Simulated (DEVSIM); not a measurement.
System: Co/HfO2/n-Ge capacitor, at 300 K.

| layer (left to right) | material | thickness (nm) | Nd (cm⁻³) |
|---|---|---|---|
| 1 | HfO2 | 23.0 | - |
| 2 | Ge | 660 | 8.2e17 |

Metal gate on the left, work function 5 eV. Fixed charge at the semiconductor interface 0 cm⁻² (in units of +e); interface traps 3e11 cm⁻² eV⁻¹, uniform in energy, neutral level at 0.7 of the gap above the valence band.

Constants are typed, rounded textbook-type inputs, not results; the design itself was drawn at random and stands for no fabricated device. Values at 300 K.

| parameter | HfO2 | Ge |
|---|---|---|
| gap (eV) | 5.7 | 0.664 |
| affinity (eV) | 2.5 | 4 |
| permittivity | 22 | 16 |
| Nc (cm⁻³) | - | 1.04e19 |
| Nv (cm⁻³) | - | 6e18 |

DEVSIM, 1D Poisson equation in equilibrium, Boltzmann statistics, complete ionisation; no quantum confinement or tunnelling. Metal contacts follow the ideal Schottky-Mott rule: no Fermi-level pinning, no interface dipoles.

**Question.** Tabulate band edges, carrier densities and field at 0.3 V on the gate.

**Answer.** Energies count from the Fermi level of the right contact; mesh points crowd at the junctions.

```json
[
 {"x (μm)": "0.000", "Ec (eV)": "2.200", "Ev (eV)": "-3.500", "n (cm⁻³)": "< 1e2", "p (cm⁻³)": "< 1e2", "field (V/cm)": "-160000"},
 {"x (μm)": "0.001158", "Ec (eV)": "2.182", "Ev (eV)": "-3.518", "n (cm⁻³)": "< 1e2", "p (cm⁻³)": "< 1e2", "field (V/cm)": "-160000"},
 {"x (μm)": "0.003351", "Ec (eV)": "2.147", "Ev (eV)": "-3.553", "n (cm⁻³)": "< 1e2", "p (cm⁻³)": "< 1e2", "field (V/cm)": "-160000"},
 {"x (μm)": "0.007778", "Ec (eV)": "2.077", "Ev (eV)": "-3.623", "n (cm⁻³)": "< 1e2", "p (cm⁻³)": "< 1e2", "field (V/cm)": "-160000"},
 {"x (μm)": "0.01643", "Ec (eV)": "1.940", "Ev (eV)": "-3.760", "n (cm⁻³)": "< 1e2", "p (cm⁻³)": "< 1e2", "field (V/cm)": "-160000"},
 {"x (μm)": "0.02014", "Ec (eV)": "1.881", "Ev (eV)": "-3.819", "n (cm⁻³)": "< 1e2", "p (cm⁻³)": "< 1e2", "field (V/cm)": "-160000"},
 {"x (μm)": "0.02210", "Ec (eV)": "1.850", "Ev (eV)": "-3.850", "n (cm⁻³)": "< 1e2", "p (cm⁻³)": "< 1e2", "field (V/cm)": "-160000"},
 {"x (μm)": "0.02352", "Ec (eV)": "0.325", "Ev (eV)": "-0.339", "n (cm⁻³)": "3.6e13", "p (cm⁻³)": "1.2e13", "field (V/cm)": "-210000"},
 {"x (μm)": "0.02527", "Ec (eV)": "0.290", "Ev (eV)": "-0.374", "n (cm⁻³)": "1.4e14", "p (cm⁻³)": "3.1e12", "field (V/cm)": "-190000"},
 {"x (μm)": "0.02881", "Ec (eV)": "0.228", "Ev (eV)": "-0.436", "n (cm⁻³)": "1.5e15", "p (cm⁻³)": "2.8e11", "field (V/cm)": "-160000"},
 {"x (μm)": "0.03601", "Ec (eV)": "0.137", "Ev (eV)": "-0.527", "n (cm⁻³)": "5.2e16", "p (cm⁻³)": "8.4e9", "field (V/cm)": "-94000"},
 {"x (μm)": "0.05960", "Ec (eV)": "0.067", "Ev (eV)": "-0.597", "n (cm⁻³)": "7.8e17", "p (cm⁻³)": "5.6e8", "field (V/cm)": "-2400"},
 {"x (μm)": "0.09861", "Ec (eV)": "0.066", "Ev (eV)": "-0.598", "n (cm⁻³)": "8.2e17", "p (cm⁻³)": "5.3e8", "field (V/cm)": "≈ 0"},
 {"x (μm)": "0.1779", "Ec (eV)": "0.066", "Ev (eV)": "-0.598", "n (cm⁻³)": "8.2e17", "p (cm⁻³)": "5.3e8", "field (V/cm)": "≈ 0"},
 {"x (μm)": "0.4045", "Ec (eV)": "0.066", "Ev (eV)": "-0.598", "n (cm⁻³)": "8.2e17", "p (cm⁻³)": "5.3e8", "field (V/cm)": "≈ 0"},
 {"x (μm)": "0.5511", "Ec (eV)": "0.066", "Ev (eV)": "-0.598", "n (cm⁻³)": "8.2e17", "p (cm⁻³)": "5.3e8", "field (V/cm)": "≈ 0"},
 {"x (μm)": "0.6187", "Ec (eV)": "0.066", "Ev (eV)": "-0.598", "n (cm⁻³)": "8.2e17", "p (cm⁻³)": "5.3e8", "field (V/cm)": "≈ 0"},
 {"x (μm)": "0.6520", "Ec (eV)": "0.066", "Ev (eV)": "-0.598", "n (cm⁻³)": "8.2e17", "p (cm⁻³)": "5.3e8", "field (V/cm)": "≈ 0"},
 {"x (μm)": "0.6717", "Ec (eV)": "0.066", "Ev (eV)": "-0.598", "n (cm⁻³)": "8.2e17", "p (cm⁻³)": "5.3e8", "field (V/cm)": "≈ 0"},
 {"x (μm)": "0.6780", "Ec (eV)": "0.066", "Ev (eV)": "-0.598", "n (cm⁻³)": "8.2e17", "p (cm⁻³)": "5.3e8", "field (V/cm)": "≈ 0"},
 {"x (μm)": "0.6812", "Ec (eV)": "0.066", "Ev (eV)": "-0.598", "n (cm⁻³)": "8.2e17", "p (cm⁻³)": "5.3e8", "field (V/cm)": "≈ 0"},
 {"x (μm)": "0.6830", "Ec (eV)": "0.066", "Ev (eV)": "-0.598", "n (cm⁻³)": "8.2e17", "p (cm⁻³)": "5.3e8", "field (V/cm)": "≈ 0"}
]
```
